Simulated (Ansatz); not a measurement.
Input:

```
Sn
1.0
    0.00000     0.00000    -3.17610
   -3.03862    -3.03862    -1.58805
   -3.03862     3.03862    -1.58805
Sn
2
Cartesian
 -3.03862   0.00000  -2.38208
 -3.03862  -3.03862  -4.76416
```

No spin polarisation.

Method: Ansatz (an electronic-structure program) PBE, scalar-relativistic without spin-orbit coupling. Settings: 16×16×16 k-points, 0.05 eV Fermi–Dirac smearing.

Predict the band gap, pressure and space group.


- Band gap = zero
- Pressure (mean of the normal stresses, compression positive) = -1.3 GPa
- Space group = I4_1/amd (No. 141)

A biaxial case was relaxed in a doubled cell and then solved in the primitive one. The cells carry an imposed strain or load. Whether these cells are dynamically stable was not tested. The cell was made from Sn (space group I4_1/amd, No. 141) by this change: biaxial strain +2.19 %, plane normal [001], relaxed out of plane.
